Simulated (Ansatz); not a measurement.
**Response to strain in GaSb**

Take GaSb in the zinc blende structure (space group F-43m, No. 216) as the base.

```
CELL_PARAMETERS angstrom
      0.00000     3.02440     3.02440
      3.02440     0.00000     3.02440
      3.02440     3.02440     0.00000
ATOMIC_POSITIONS crystal
  Ga 0.00000 0.00000 0.00000
  Sb 0.25000 0.25000 0.25000
```

Strains are applied to the cell and any free atomic positions relax.

All numbers come from LDA, PAW, 420 eV (Ansatz, an electronic-structure program; scalar-relativistic without spin-orbit coupling).

Notes on the quantities. energy relative to the base: free energy F; band gap: uncertain: the Fermi level lies in a band; the base alone.

```json
[
 {"change": "base", "energy relative to the base": "0 meV/atom", "band gap": "0.07 eV", "pressure": "0.00 GPa", "shortest interatomic distance": "261.9 pm"},
 {"change": "isotropic strain −3.00 %", "energy relative to the base": "+44 meV/atom", "band gap": "0.57 eV", "pressure": "6.32 GPa", "shortest interatomic distance": "254.1 pm"},
 {"change": "isotropic strain −2.50 %", "energy relative to the base": "+30 meV/atom", "band gap": "0.53 eV", "pressure": "5.07 GPa", "shortest interatomic distance": "255.4 pm"},
 {"change": "isotropic strain −2.00 %", "energy relative to the base": "+19 meV/atom", "band gap": "0.49 eV", "pressure": "3.90 GPa", "shortest interatomic distance": "256.7 pm"},
 {"change": "isotropic strain −1.50 %", "energy relative to the base": "+10 meV/atom", "band gap": "0.40 eV", "pressure": "2.81 GPa", "shortest interatomic distance": "258.0 pm"},
 {"change": "isotropic strain +1.00 %", "energy relative to the base": "+4.1 meV/atom", "band gap": "zero", "pressure": "-1.5 GPa", "shortest interatomic distance": "264.5 pm"},
 {"change": "isotropic strain +1.50 %", "energy relative to the base": "+9.2 meV/atom", "band gap": "zero", "pressure": "-2.2 GPa", "shortest interatomic distance": "265.8 pm"},
 {"change": "isotropic strain +2.00 %", "energy relative to the base": "+16 meV/atom", "band gap": "zero", "pressure": "-2.9 GPa", "shortest interatomic distance": "267.2 pm"},
 {"change": "isotropic strain +2.50 %", "energy relative to the base": "…", "band gap": "zero", "pressure": "…", "shortest interatomic distance": "268.5 pm"},
 {"change": "isotropic strain +3.00 %", "energy relative to the base": "+35 meV/atom", "band gap": "zero", "pressure": "-4.0 GPa", "shortest interatomic distance": "269.8 pm"}
]
```

Task: What belongs in the blanks?

Result: 
- isotropic strain +2.50 %, energy relative to the base: +25 meV/atom
- isotropic strain +2.50 %, pressure: -3.5 GPa

Spin-orbit coupling, missing from the scalar runs, can matter with Sb. Whether these cells are dynamically stable was not tested. The final runs are not spin-polarised. The zero or small gap of GaSb can change with the level of theory.
